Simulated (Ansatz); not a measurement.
Si (diamond structure), Σ9 (221) [1-10] symmetric tilt. One C atom replaces one Si atom in a bicrystal of 48 atoms (one solute to 45 Å² of one boundary, a high coverage); atoms relaxed, cell held. Energies count from the site farthest from both boundaries, which lies only 5.4 Å away; negative means that the solute is drawn to the site. The cell is neutral, and spin is allowed where the electrons are odd. k-points: Γ-centred 2×6×1 mesh; occupations: Fermi-Dirac, 0.050 eV; spin polarisation not allowed. Scalar-relativistic, no spin-orbit coupling.

Sites tried, by distance from the nearest boundary plane (Å): 0.20, 0.72, 1.14, 2.13.

**Question.** Does C segregate by PBE (Ansatz, an electronic-structure program), and with what energy at each site?

**Answer.** 0.20 Å: 0.26 eV; 0.72 Å: 0.26 eV; 1.14 Å: 0.23 eV; 2.13 Å: 0.25 eV. No site tried binds it by more than 0.05 eV.
